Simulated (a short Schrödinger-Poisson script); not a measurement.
**MOS inversion layer, HfO2 on p-type Si(110)**

System: MOS inversion layer, HfO2 on p-type Si(110), at 300 K.

| layer | material | thickness (nm) | Na (cm⁻³) |
|---|---|---|---|
| 1 | HfO2 | 10.2 | - |
| 2 | Si | 620 | 1.2e17 |

The device is made up for the run: typed textbook-type constants, with dimensions and the other settings drawn at random. HfO2: permittivity 22, conduction-band edge (eV) 1.55, gap (eV) 5.7, electron mass (mₑ) 0.2. Si: permittivity 11.7, conduction-band edge (eV) 0, gap (eV) 1.124, Nv at 300 K (cm⁻³) 3.1e19.

Channel valleys (confinement mass, in-plane density-of-states mass, number): Δ4 0.315, 0.324, 4; Δ2 0.19, 0.417, 2. At the gate the conduction-band edge of layer 1 lies 1.66 eV − eVg above the Fermi level of the channel; the field vanishes at the back. Gaps are held at their typed values at every temperature. Mesh 0.03 nm at interfaces.

From a short Schrödinger-Poisson script (our own, NumPy): 1D Poisson equation in equilibrium, electrons quantum, Hartree (BenDaniel-Duke, 12 states a valley, the channel's in-plane mass for all, wave functions ending at the dielectric), parabolic valleys, classical holes, full ionisation, no traps, pinning or gate leakage.

| Vg (V) | electrons (cm⁻²) | C (μF/cm²) | Δ4 E0 (meV) | Δ4 E1 (meV) | Δ2 E0 (meV) | Δ2 E1 (meV) |
|---|---|---|---|---|---|---|
| 0 | 5.20e8 | 0.111 | 275.4 | 329.9 | 288.9 | 352.8 |
| 0.05 | 2.98e9 | 0.121 | 230.0 | 285.7 | 243.8 | 309.2 |
| 0.1 | 1.64e10 | 0.183 | 185.7 | 242.6 | 199.8 | 266.6 |
| 0.15 | 7.47e10 | 0.398 | 146.1 | 204.5 | 160.6 | 229.0 |
| 0.2 | 2.29e11 | 0.710 | 116.7 | 176.9 | 131.9 | 202.0 |
| 0.25 | 4.77e11 | 0.936 | 97.2 | 159.6 | 113.2 | 185.2 |
| 0.3 | 7.86e11 | 1.07 | 83.7 | 148.5 | 100.7 | 174.5 |
| 0.35 | 1.13e12 | 1.16 | 73.6 | 140.9 | 91.6 | 167.4 |
| 0.4 | 1.50e12 | 1.22 | 65.7 | 135.4 | 84.7 | 162.2 |
| 0.45 | 1.89e12 | 1.27 | 59.2 | 131.2 | 79.2 | 158.4 |
| 0.5 | 2.29e12 | 1.30 | 53.6 | 127.9 | 74.6 | 155.4 |
| 0.55 | 2.70e12 | 1.33 | 48.7 | 125.3 | 70.7 | 153.1 |
| 0.6 | 3.12e12 | 1.36 | 44.4 | 123.1 | 67.4 | 151.2 |
| 0.65 | 3.54e12 | 1.38 | 40.5 | 121.4 | 64.5 | 149.7 |
| 0.7 | 3.97e12 | 1.39 | 37.0 | 119.9 | 61.9 | 148.4 |
| 0.75 | 4.41e12 | 1.41 | 33.8 | 118.6 | 59.5 | 147.3 |
| 0.8 | 4.85e12 | 1.42 | 30.7 | 117.5 | 57.4 | 146.4 |
| 0.85 | 5.30e12 | 1.44 | 27.9 | 116.6 | 55.5 | 145.6 |
| 0.9 | 5.75e12 | 1.45 | 25.3 | 115.7 | 53.7 | 145.0 |
| 0.95 | 6.20e12 | 1.46 | 22.8 | 115.0 | 52.1 | 144.4 |
| 1 | 6.66e12 | 1.47 | 20.4 | 114.4 | 50.6 | 143.9 |

Subbands count from the Fermi level.
